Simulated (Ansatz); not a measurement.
The starting structures come from a database of crystals and need not be the phases stable at ambient conditions.

By PBEsol, the system below comes out a metal.

A figure of merit of an interconnect metal is its ballistic conductance per area.

Data:

```yaml
crystal:
  lattice:
    - [2.86642, 0.00000, 0.00000]
    - [-0.95547, 2.70249, 0.00000]
    - [0.95547, 1.35124, 2.27021]
  atoms:
    - { symbol: Ta, position: [0.00000, 0.00000, 0.00000] }
```

The cell is strained (lengths along the current scaled by 0.97, ions clamped); by PBEsol it stands under a pressure of 1.1 GPa.

The current flows along the normal of the first two printed cell vectors. No spin-orbit coupling; the value is a mean over 0.1 eV about the Fermi level.

Problem. State the ballistic conductance per area according to PBEsol (Ansatz, a program for electronic structure).

Solution. 1.8 × 10¹⁵ S/m² for both spins.
